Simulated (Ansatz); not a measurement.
Start from W in the bcc (W type) structure (space group Im-3m, No. 229; a = 3.1353 Å; relaxed with 0.1 eV smearing). Axes: x, y, z lie along the cube axes.

Computed with LDA (Ansatz, an electronic-structure program), no SOC.

One thing is altered: the cell is compressed by 2.00 % along z with no lateral relaxation; the atoms relax in the strained cell.

### Question
Predict the stress tensor and what it implies for the stiffness.

### Answer
Stress of the strained cell less that of the base (GPa, compression positive):
```
    4.7     0.0     0.0
    0.0     4.7     0.0
    0.0     0.0    12.0
```

Then −Δσ_ii/ε with ε = -0.0200 gives secant stiffness values (nonlinear terms included at this strain): C33 ≈ 602 GPa, C13 ≈ 234 GPa and C23 ≈ 234 GPa.

As a check, the harmonic strain energy −½ V₀ Δσ:ε is 12 meV/atom; the computed energy rise is 11 meV/atom.

Whether these cells are dynamically stable was not tested. All final runs are without spin polarisation.
